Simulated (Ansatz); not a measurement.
A self-consistent single point of YCu₅ (P6mm, 6 atoms in the cell) with Ansatz (an electronic-structure program).

Method: LDA (PW92), default PAW files made with PBE (plane waves; Ansatz).

```
CELL_PARAMETERS angstrom
      4.98769     0.00000     0.00000
     -2.49385     4.31947     0.00000
      0.00000     0.00000     4.02142
ATOMIC_POSITIONS crystal
  Y  0.00000 0.00000 0.01243
  Cu 0.33333 0.66667 0.00000
  Cu 0.66667 0.33333 0.00000
  Cu 0.50000 0.00000 0.50000
  Cu 0.50000 0.50000 0.50000
  Cu 0.00000 0.50000 0.50000
```

Reference input (self-consistent single point, DFT, LDA (PW92), plane waves, default PAW files made with PBE): basis.ecutwfc = 420 eV; kpoints.mp_grid.grid = 8 8 8; hamiltonian.xc = lda; hamiltonian.pseudopotentials = {kind: paw} (the program's default PAW files); scf.occupations.method = fermi_dirac; scf.occupations.width = 0.1 eV. This run's input differs from it in these lines:

Ansatz 0.2 input:
```diff
@@ -16,3 +16,3 @@
   mp_grid:
-    grid: [8, 8, 8]
+    grid: [8, 8, 9]
 hamiltonian:
@@ -24,3 +24,3 @@
     method: fermi_dirac
-    width: 0.1
+    width: 0.05
 output:
```

The program printed (abridged):

```
SCF iter   1: F=—  HF=-36525.308171 eV  |F-HF|=—  |Δ(HF+E_count)|=         —  Δρ=1.75e-2  dr2=1.22e-1  ethr=1.77e-3  ⟨swp⟩=5.7  Hψ=9862  notcnv=0  defer=16
all-band conjugate gradients solve this SCF's bands
preconditioner: auto → Kerker (q_TF=auto, 2.822 Å⁻¹)
SCF iter   2: F=—  HF=-36525.278429 eV  |F-HF|=—  |Δ(HF+E_count)|=   2.97e-2  Δρ=2.90e-3  dr2=1.34e-2  ethr=1.15e-4  ⟨swp⟩=2.0  Hψ=5453  notcnv=0  defer=174
   [... lines left out ...]
SCF iter   5: F=—  HF=-36525.274386 eV  |F-HF|=—  |Δ(HF+E_count)|=   1.23e-4  Δρ=3.61e-4  dr2=7.88e-5  ethr=5.61e-7  ⟨swp⟩=2.0  Hψ=4536  notcnv=0  defer=174
SCF iter   6: F=—  HF=-36525.274392 eV  |F-HF|=—  |Δ(HF+E_count)|=   6.12e-6  Δρ=1.08e-4  dr2=8.85e-6  ethr=7.43e-8  ⟨swp⟩=2.0  Hψ=4507  notcnv=0  defer=174
SCF iter   7: F=—  HF=-36525.274394 eV  |F-HF|=—  |Δ(HF+E_count)|=   1.02e-6  Δρ=4.96e-5  dr2=1.42e-6  ethr=8.35e-9  ⟨swp⟩=2.2  Hψ=5161  notcnv=0  defer=174
SCF iter   8: F=-36525.274394 eV  HF=-36525.274394 eV  |F-HF|=4.78e-9  |Δ(HF+E_count)|=   4.57e-8  Δρ=9.99e-6  dr2=8.32e-8  ethr=9.43e-11  ⟨swp⟩=7.1  Hψ=12751  notcnv=0
SCF 1 converged in 8 iterations: F = -36525.274394 eV  dr2 = 8.32e-8
Free energy (F): -36525.274394 eV
Internal energy: -36525.248581 eV  (E = F + TS)
E sigma→0 (E₀):  -36525.261487 eV
Entropy (-TS):   -0.025813 eV (-4.302 meV/atom)
Fermi energy:    14.844568 eV
--- Forces (eV/Å), atoms counted from 1 ---
  atom   1  Y      0.00000000     0.00000000    -0.04190418
  atom   2  Cu    -0.00000000     0.00000000    -0.02695929
  atom   3  Cu    -0.00000000    -0.00000000    -0.02695929
  atom   4  Cu     0.00000000     0.00000000     0.03194682
  atom   5  Cu    -0.00000000     0.00000000     0.03194682
  atom   6  Cu     0.00000000    -0.00000000     0.03194682
--- Stress (GPa, compression-positive) ---
       -6.178712       0.000000       0.000000
        0.000000      -6.178712       0.000000
        0.000000       0.000000      -6.139116
  P = ⅓ Tr σ = -6.1655 GPa (-61.655 kbar)
  The stress holds the Pulay correction. Without it, at fixed plane waves, as pw.x and ABINIT print it: P = -6.2328 GPa
```

The run converged in 8 iterations. Against the reference run the free energy goes up by 6.3 meV/atom, the pressure moves little (-6.12 to -6.17 GPa) and the largest force stays at 0.042 eV/Å.

The starting cell comes from a database of computed structures (which also holds hypothetical and non-ambient phases and stackings), without a prior relaxation at this level. Its lattice was rescaled by up to half a per cent. One atom was moved a little off its site on purpose. Spin polarisation is off. With a pressure of about -6 GPa the cell is away from its equilibrium volume at this level. Ansatz's pressure includes its estimate of the finite-basis (Pulay) stress.
